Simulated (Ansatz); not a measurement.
Functionals compared on the (111)A surface of 3C silicon carbide, Si-terminated, ideal Si-terminated 1x1 (bottom of the slab: 1 H on 1 bottom site), in Ansatz (plane waves, PAW). The structure was relaxed with PBE; the other rows are single points on it. Cutoff 420 eV (500 eV for r2SCAN).

Model: 9-atom slab, 9.3 Å thick at the start with caps and adatoms (thin: gaps and levels are the slab's own), 10x10x1 mesh, Fermi-Dirac 0.025 eV, dipole correction, 2 atoms held, the rest relaxed; held to the start's symmetry, so lower structures may exist; spin-polarised, ending with about 1.0 μB a cell; orders that need a larger cell were not tried, no spin-orbit, no U. In PBE it is, or lies within 0.01 eV a 1x1 cell of, the lowest of the 2 structures of its composition computed so far; subsurface sites and larger cells were not tried. These notes are the PBE run's. r2SCAN: The program's check for a lower electronic state was not made.

```json
[
 {"functional": "PBE", "magnetic moment of the cell (μB)": "1.00", "rough cost of the single point": "–"},
 {"functional": "r2SCAN", "magnetic moment of the cell (μB)": "1.00", "rough cost of the single point": "very roughly 70 core-seconds"}
]
```

Ansatz is a quantum-chemistry and plane-wave program.
